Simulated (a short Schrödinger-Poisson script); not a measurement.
Structure: MOS inversion layer, SiO2 on p-type Si(100), at 300 K.

From the gate side: 1.4 nm SiO2; 460 nm Si, acceptors 8.8e17 cm⁻³.

The device is made up for the run: typed textbook-type constants, with dimensions and the other settings drawn at random. SiO2: permittivity 3.9, conduction-band edge (eV) 3.15, gap (eV) 9, electron mass (mₑ) 0.5. Si: permittivity 11.7, conduction-band edge (eV) 0, gap (eV) 1.124, Nv at 300 K (cm⁻³) 3.1e19.

Channel valleys (confinement mass, in-plane density-of-states mass, number): Δ2 0.916, 0.19, 2; Δ4 0.19, 0.417, 4. At the gate the conduction-band edge of layer 1 lies 3.44 eV − eVg above the Fermi level of the channel; the field vanishes at the back. Gaps are held at their typed values at every temperature. Mesh 0.03 nm at interfaces.

From a short Schrödinger-Poisson script (our own, NumPy): 1D Poisson equation in equilibrium, electrons quantum, Hartree (BenDaniel-Duke, 12 states a valley, the channel's in-plane mass for all, wave functions ending at the dielectric), parabolic valleys, classical holes, full ionisation, no traps, pinning or gate leakage.

```csv
Vg (V),electrons (cm⁻²),C (μF/cm²),Δ2 E0 (meV from the Fermi level),Δ4 E0 (meV from the Fermi level)
0.4,1.84e9,0.263,206.6,278.7
0.45,9.43e9,0.292,164.0,237.4
0.5,4.49e10,0.430,123.3,198.0
0.55,1.68e11,0.772,88.6,164.8
0.6,4.29e11,1.14,63.4,141.5
0.65,8.02e11,1.39,46.1,126.1
0.7,1.24e12,1.53,33.4,115.5
0.75,1.73e12,1.63,23.4,107.7
0.8,2.24e12,1.69,15.2,101.6
0.85,2.77e12,1.74,8.0,96.6
0.9,3.31e12,1.77,1.7,92.4
0.95,3.86e12,1.80,-4.0,88.8
1,4.42e12,1.82,-9.3,85.5
1.05,4.99e12,1.84,-14.2,82.7
1.1,5.57e12,1.86,-18.8,80.0
1.15,6.15e12,1.87,-23.3,77.6
1.2,6.73e12,1.88,-27.5,75.3
```

Gate voltages with under 1e9 electrons/cm² are left out.

Q: At Vg = 1.2 V the lowest Δ2 subband lies at -27.5 meV from the Fermi level. How many electrons does it hold, and what share of all?

A: The two-dimensional density of states is g m/(πħ²) = 1.59e11 cm⁻² meV⁻¹ (both spins), kT = 25.9 meV, so n = D kT ln(1 + exp(−E/kT)) = 5.58e12 cm⁻², 0.83 of the 6.73e12 cm⁻² in all.

Q: Compare the slope of the sheet density between 1.1 and 1.2 V with the geometric capacitance of the layers between gate and channel.

A: q Δn/ΔV = 1.86 μF/cm²; ε0/Σ(t/ε) = 2.47 μF/cm². The ratio is 0.75: the channel acts as a further capacitance in series.
